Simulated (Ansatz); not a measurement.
Here is the system:

End structure of a constructed model of the (0001) surface of hcp Ru, p(2x2) layer of Bi, one a cell, on the site that continues the host's stacking (bottom of the slab: a bare face, its two planes held):

```xyz
25
Lattice="5.4428 0.0000 0.0000 -2.7214 4.7136 0.0000 0.0000 0.0000 29.5000" Properties=species:S:1:pos:R:3 pbc="T T T"
Ru     1.3607     0.7856     8.0708
Ru     0.0000     3.1424     8.0708
Ru     4.0821     0.7856     8.0708
Ru     2.7214     3.1424     8.0708
Ru     0.0000     1.5712    10.2173
Ru    -1.3607     3.9280    10.2173
Ru     2.7214     1.5712    10.2173
Ru     1.3607     3.9280    10.2173
Ru     1.3607     0.7856    12.3440
Ru     0.0008     3.1429    12.3516
Ru     4.0821     0.7847    12.3516
Ru     2.7206     3.1429    12.3516
Ru     0.0008     1.5707    14.5228
Ru    -1.3607     3.9289    14.5228
Ru     2.7206     1.5707    14.5228
Ru     1.3607     3.9280    14.5000
Ru     1.3607     0.7856    16.6833
Ru     0.0021     3.1436    16.6602
Ru     4.0821     0.7832    16.6602
Ru     2.7193     3.1436    16.6602
Ru    -0.0550     1.6030    18.7557
Ru    -1.3607     3.8644    18.7557
Ru     2.7764     1.6030    18.7557
Ru     1.3607     3.9280    18.7288
Bi     1.3607     0.7856    20.9748
```

Model: 25-atom slab, 13.4 Å thick at the start with caps and adatoms (thin: gaps and levels are the slab's own), 8x8x1 mesh, Fermi-Dirac 0.1 eV, dipole correction, 8 atoms held, the rest relaxed; start symmetry kept, larger cells not searched; no spin, no spin-orbit, no U. It is one candidate, not shown to be the stable structure of the face.

Task: What is the computed work function of the top face (PBE (Ansatz, an electronic-structure program))?

Result: 4.18 eV
